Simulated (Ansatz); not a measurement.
Formation energy of the bound charge states of H interstitial started at a bond centre in rock-salt LiF (start: bond centre of Li and F, 2.03 Å; 64-site cell, 2×2×2 shifted sampling) against the Fermi level, Li-rich (Δμ(H) = -0.83 eV, bounded by LiH (Fm-3m); only phases computed here count, gases as isolated molecules at 0 K). Method: PBE, PAW (plane waves to 420 eV; Ansatz, a program for electronic structure).

Cell and caveats: 64-site cell; 2×2×2 shifted k-points; host gap 8.83 eV; charged states image-corrected; energies good to tenths of an eV; flagged in the runs: a doubtful potential alignment.

```tsv
E_F − E_VBM (eV)	q = +1	q = 0	q = −1
0.00	-1.36	4.45	9.30
1.10	-0.25	4.45	8.20
2.21	0.85	4.45	7.10
3.31	1.95	4.45	5.99
4.41	3.06	4.45	4.89
5.52	4.16	4.45	3.79
6.62	5.26	4.45	2.68
7.72	6.37	4.45	1.58
8.83	7.47	4.45	0.48
```

Crossings of the lowest lines: (+1/−1) at 5.33 eV.
